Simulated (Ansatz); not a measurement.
Start from GaN in the zinc blende structure (space group F-43m, No. 216).

```
CELL_PARAMETERS angstrom
      0.00000     2.27425     2.27425
      2.27425     0.00000     2.27425
      2.27425     2.27425     0.00000
ATOMIC_POSITIONS crystal
  Ga 0.00000 0.00000 0.00000
  N  0.25000 0.25000 0.25000
```

Cartesian axes are those of the cell as printed.

All numbers come from Kohn–Sham DFT with the PBE functional, run in Ansatz (an electronic-structure program) with PAW and 420 eV plane waves, spin-orbit coupling left out.

One thing is altered: every lattice vector is stretched by 1.50 %; the atoms relax in the strained cell.

Question: Predict the stress tensor and what it implies for the stiffness.

Answer: Stress of the strained cell less that of the base (GPa, compression positive):
```
  -6.96    0.00    0.00
   0.00   -6.96    0.00
   0.00    0.00   -6.96
```

Then B = −ΔP/(ΔV/V₀) with ΔV/V₀ = 0.0457 gives secant stiffness values (nonlinear terms included at this strain): B ≈ 152 GPa.

As a check, the harmonic strain energy −½ V₀ Δσ:ε is 11 meV/atom; the computed energy rise is 12 meV/atom.

Stability against distortions was not tested. This is not the structure that GaN has at room temperature and ambient pressure.
